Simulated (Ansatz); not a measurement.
Functionals compared on NH3 on the 1x1 (0001) surface of corundum (cut with top plane Al), one in a 1x1 cell, started at the site 'hollow Al-O-O-O over O at depth 2.3 Å', in Ansatz (plane waves, PAW). The structure was relaxed with PBE; the other rows are single points on it, each with its references at the same level. Cutoff 420 eV (500 eV for r2SCAN). HSE06 used the coarser mesh 4x4x1.

Host crystal: corundum, with a band gap (PBE, scalar-relativistic without spin-orbit coupling).

Set-up: 24 atoms, 6.7 Å thick at the start under the adsorbate (thin: gaps and levels are the slab's own); mesh 6x6x1; 0.01 eV smearing; dipole correction on; 9 atoms held, the rest relaxed; no symmetry held; no spin, no spin-orbit, no U, no dispersion correction. At the end it is bonded to Al. In PBE it is, or lies within 0.03 eV of, the lowest of the starts that converged. These notes are the PBE run's. Adsorption energies are against NH3(g). A negative adsorption energy means that the adsorbate is more stable on the surface than in its reference.

A dash marks a value that is undefined for that row or was read on another mesh.

| functional | adsorption energy (eV) | gap of the slab on its k-mesh (eV) | highest filled level below the top vacuum level (eV) | rough cost of the single point |
|---|---|---|---|---|
| PBE | -1.00 | 1.72 | 2.67 | – |
| RPBE | … | … | … | very roughly 40 core-seconds |
| r2SCAN | -1.18 | 2.46 | 2.86 | about 70 core-seconds (a rough figure) |
| HSE06 | -1.03 | – | – | very roughly 10 core-minutes |

### Question
What belongs in the gaps?

### Answer

- RPBE, adsorption energy (eV): -0.77
- RPBE, gap of the slab on its k-mesh (eV): 1.50
- RPBE, highest filled level below the top vacuum level (eV): 2.57

Ansatz is a quantum-chemistry and plane-wave program.
